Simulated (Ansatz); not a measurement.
**Ansatz (a first-principles code) run on Cs (C2/m, 1 atom in the cell): self-consistent single point**

Method of the run: LDA (PW92), default PAW files made with PBE (plane waves; Ansatz).

Input:

Ansatz 0.2 input:
```yaml
# Cs
crystal:
  lattice:
    - [3.00995300, -4.32511600, 0.00000000]
    - [3.00995300, 4.32511600, 0.00000000]
    - [-2.56721400, 0.00000000, 4.40064500]
  atoms:
    - { symbol: Cs, position: [0.00000000, 0.00000000, 0.50000000] }
basis:
  ecutwfc: 420.0
kpoints:
  mp_grid: { grid: [8, 8, 8] }
hamiltonian:
  xc: lda
  pseudopotentials: { kind: paw }
scf:
  occupations: { method: gaussian, width: 0.1 }
output:
  forces: true
  eigenvalues: true
  stress: true
```

Log, with long lists cut:

```
WARN ansatz: RAYON_NUM_THREADS=1 ignored (pool sized by the plan → 1); use --threads N
Pseudopotentials: kind: paw
Pseudopotential: Cs, paw, valence charge 9
Crystal: 1 atoms, lattice volume = 114.579 Å³
Basis set: ecut = 420 eV, 2241 PW (Γ)
Bands: 9, of which v1, the nominal top of the filled ones, is band 5 counted from 1 (4 counted from 0)
Symmetry: 4 space group operations
Space group: C2/m (ITA 12), of the structure as read, at distance tolerance 4.9e-5 Å
k-points: 150 of 512
PAW frozen core: Cs, regenerated for the run's functional, and the local potential with it
Initial density: superposition of atomic densities (neutral atoms: chi_scale 0, normalization atom), corrected by the library's trained network
Initial wavefunctions: pseudopotential atomic-orbital guess
Eigensolver: davidson
Functional: x = slater, c = lda
SCF iter   1: F=—  HF=-5504.842496 eV  |F-HF|=—  |Δ(HF+E_count)|=         —  Δρ=1.84e-3  dr2=2.95e-3  ethr=1.77e-3  ⟨swp⟩=6.0  Hψ=11093  notcnv=0
all-band conjugate gradients solve this SCF's bands
preconditioner: auto → Kerker (q_TF=auto, 1.785 Å⁻¹)
SCF iter   2: F=—  HF=-5504.841693 eV  |F-HF|=—  |Δ(HF+E_count)|=   8.03e-4  Δρ=1.00e-3  dr2=1.10e-3  ethr=3.28e-5  ⟨swp⟩=2.8  Hψ=3216  notcnv=0
SCF iter   3: F=—  HF=-5504.841680 eV  |F-HF|=—  |Δ(HF+E_count)|=   1.33e-5  Δρ=2.07e-4  dr2=1.28e-4  ethr=1.22e-5  ⟨swp⟩=3.0  Hψ=2101  notcnv=0
SCF iter   4: F=—  HF=-5504.841718 eV  |F-HF|=—  |Δ(HF+E_count)|=   3.85e-5  Δρ=8.91e-5  dr2=2.04e-5  ethr=1.42e-6  ⟨swp⟩=1.5  Hψ=1391  notcnv=0
SCF iter   5: F=—  HF=-5504.841719 eV  |F-HF|=—  |Δ(HF+E_count)|=   9.76e-7  Δρ=3.16e-5  dr2=1.77e-6  ethr=2.27e-7  ⟨swp⟩=2.4  Hψ=1847  notcnv=0
SCF iter   6: F=-5504.841719 eV  HF=-5504.841719 eV  |F-HF|=3.80e-8  |Δ(HF+E_count)|=   1.69e-7  Δρ=4.81e-6  dr2=5.20e-8  ethr=1.11e-9  ⟨swp⟩=4.6  Hψ=7278  notcnv=0
SCF 1 converged in 6 iterations: F = -5504.841719 eV  dr2 = 5.20e-8
SCF converged after 6 iterations
Free energy (F): -5504.841719 eV
Harris-Foulkes:  -5504.841719 eV  (|F-HF|=3.80e-8)
Internal energy: -5504.834444 eV  (E = F + TS)
E sigma→0 (E₀):  -5504.838082 eV
Entropy (-TS):   -0.007275 eV (-7.275 meV/atom)
Fermi energy:    2.023783 eV
--- Per-component energies (eV) ---
  E_band       = -94.008263
  E_kinetic    = 140.864908
  E_local      = -396.322512  (includes V_loc(G=0)·N_el)
  E_nonlocal   = 32.701642
  E_hartree    = 138.237152
  E_xc         = -171.120656
  E_vxc        = -124.409408  (∫ρ·V_xc dr)
  E_paw        = -4902.988108  (= ΣΔE_a)
  E_vpaw       = -23.315928  (= ΣTr[D̂ρ^β])
  E_aug_tail   = -0.000001  (compensation charges beyond the density's cutoff)
  E_ewald      = -346.477424
  E_core_change = 0.270556  (= ΣΔE_core)
  E_smearing   = -0.007275  (= −TS)
  E_closure    = 0.000000  (closes the sum)
  Σ components = -5504.841719   (vs F -5504.841719, Δ=0.00e0)
--- Forces (eV/Å), atoms counted from 1 ---
  atom   1  Cs    -0.00000000     0.00000000     0.00000000
  max |Σ_I F_I| component: 3.16e-30 eV/Å
--- Stress (GPa, compression-positive) ---
       -0.318002       0.000000      -0.067595
        0.000000      -0.309583       0.000000
       -0.067595       0.000000      -0.330057
  P = ⅓ Tr σ = -0.3192 GPa (-3.192 kbar)
  The stress holds the Pulay correction. Without it, at fixed plane waves, as pw.x and ABINIT print it: P = -0.3195 GPa
--- Band table (eV; the first three rows and the last of 150) ---
  k-point 0: bands = ["-21.8892", "-8.5631", "-8.5508", "-8.5388", "0.3239", "4.1994", "4.3615", "4.6660", "5.3238"]
  k-point 1: bands = ["-21.8881", "-8.5749", "-8.5560", "-8.5503", "0.4918", "4.1227", "4.2455", "4.7578", "5.1211"]
  k-point 2: bands = ["-21.8856", "-8.6275", "-8.5720", "-8.5492", "0.9561", "3.6809", "3.9980", "5.1423", "5.1872"]
  k-point 149: bands = ["-21.8759", "-8.6812", "-8.6605", "-8.6276", "2.6623", "2.7239", "4.9344", "4.9658", "5.2108"]
```

The run converged in 6 iterations.

The starting cell comes from a database of computed structures (which also holds hypothetical and non-ambient phases and stackings), without a prior relaxation at this level. Its lattice was rescaled by up to half a per cent. Ansatz's pressure includes its estimate of the finite-basis (Pulay) stress.
